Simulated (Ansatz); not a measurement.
**How a calculation on Cr5B3 (I4/mcm, 16 atoms in the cell) responds to its settings**

```xyz
16
Lattice="-2.6850 2.6850 5.0940 2.6850 -2.6850 5.0940 2.6850 2.6850 -5.0940" Properties=species:S:1:pos:R:3 pbc="T T T"
Cr     0.0000     0.0000     0.0000
Cr     0.0000     0.0000     5.0940
Cr     0.8807     3.5657     1.4874
Cr     1.8043     0.8807     1.4874
Cr     1.8043    -0.8807     6.5814
Cr     0.8807     1.8043     6.5814
Cr     0.8807     1.8043     3.6066
Cr     1.8043    -0.8807     3.6066
Cr     1.8043     0.8807    -1.4874
Cr     0.8807     3.5657    -1.4874
B      0.0000     0.0000     2.5470
B      0.0000     0.0000     7.6410
B     -0.6337     2.0513     5.0940
B      0.6337     2.0513     0.0000
B      3.3187     0.6337     0.0000
B      2.0513     0.6337     5.0940
```
Moments meant for the start (each program seeds them in its own way; μB, in the order of the atoms Cr Cr Cr Cr Cr Cr Cr Cr Cr Cr B B B B B B): 3.0 3.0 3.0 3.0 3.0 3.0 3.0 3.0 3.0 3.0 0.0 0.0 0.0 0.0 0.0 0.0.

Base run A: PBEsol, default PAW files made with PBE run with Ansatz (a quantum-chemistry and plane-wave program), self-consistent single point.

Its settings: kpoints.mp_grid.grid = 5 5 5; hamiltonian.xc = pbesol; hamiltonian.pseudopotentials = {kind: paw} (the program's default PAW files); magnetization.spin_polarized = true; scf.occupations.method = fermi_dirac; scf.occupations.width = 0.05 eV.

The starting cell comes from a database of published, mostly measured structures (it also holds non-ambient and calculated ones), without a prior relaxation at this level. The starting moments vanished: the run ended non-magnetic, which need not be the lowest state. The program warned that a starting moment was not kept. In the base run, with a pressure of about -8 GPa the cell is away from its equilibrium volume at this level. Ansatz's pressure includes its estimate of the finite-basis (Pulay) stress.

A dash stands where there is no value to compare (another energy zero or no entropy term, no result, no spin, no clean gap, or a mesh too coarse for one). Total energies depend on the potentials, the functional and any Hubbard or dispersion term, so they are compared only between runs that share all of them.

Runs:
- B: hamiltonian.dispersion: default → d3bj [PBEsol-D3BJ]
- C: hamiltonian.dispersion: default → d3bjatm [PBEsol-D3BJ-ATM]
- D: hamiltonian.dispersion: default → d4 [PBEsol-D4]

```tsv
run	pressure (GPa)	largest force (eV/Å)	dispersion energy (eV/atom)
A	-7.68	0.825	–
B	-14.14	0.826	-0.366
C	-12.51	0.826	-0.320
D	-12.03	0.824	-0.257
```

Run B against A: The pressure goes from -7.68 to -14.14 GPa and the largest force hardly changes (0.825 to 0.826 eV/Å).

Run C against A: The pressure goes from -7.68 to -12.51 GPa and the largest force moves little (0.825 to 0.826 eV/Å).

Run D against A: The pressure goes from -7.68 to -12.03 GPa and the largest force moves little (0.825 to 0.824 eV/Å).

Left out of this page: 1 run of the series held back from this collection.

Keys are those of Ansatz 0.2.
